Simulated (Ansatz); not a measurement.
Sb2O3 (Fd-3m, No. 227) was calculated with r²SCAN (Ansatz, an electronic-structure program, PAW).

Settings: plane-wave cutoff 500 eV, 6×6×6 k mesh, Fermi–Dirac smearing 0.05 eV, scalar-relativistic PAW data made under PBE.

Computed at the level's own relaxed cell.

### Question
Estimate the equilibrium volume per atom, lattice parameter a and band gap that the calculation returns.

### Answer

equilibrium volume per atom: 18.03 Å³/atom
lattice parameter a: 11.298 Å
band gap: 3.67 eV (on the SCF k mesh)

Note: the relaxation could not lower the start's symmetry, so the cell can be a saddle point above a distorted one; the volume lies 5 % above that of the published cell.

Spin–orbit coupling is not included.

The computed numbers hold no vibrational or temperature effects.

Cost on a shared machine: about 6 core-minutes (a rough figure).
